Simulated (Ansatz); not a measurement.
Consider CdS in the wurtzite structure (space group P6_3mc, No. 186; a = 4.1962 Å, c = 6.8295 Å).

Level of theory: PBE (Ansatz, a quantum-chemistry and plane-wave program), spin-orbit coupling left out.

For the base:

```
Quantity     Value
--------  --------
Band gap   1.11 eV
Pressure  0.00 GPa
```

It is then changed as follows: every lattice vector is shortened by 3.00 %; the atoms relax in the strained cell.

Problem. Predict the new energy relative to the base.

Solution. The energy rises by 39 meV/atom.

Problem. What does the calculation give for the band gap after the change?

Solution. The band gap increases by 0.21 eV to 1.32 eV.

Problem. How does this affect the pressure?

Solution. The pressure (mean of the normal stresses, compression positive) goes from zero to 5.99 GPa.

No phonon test of stability was made.
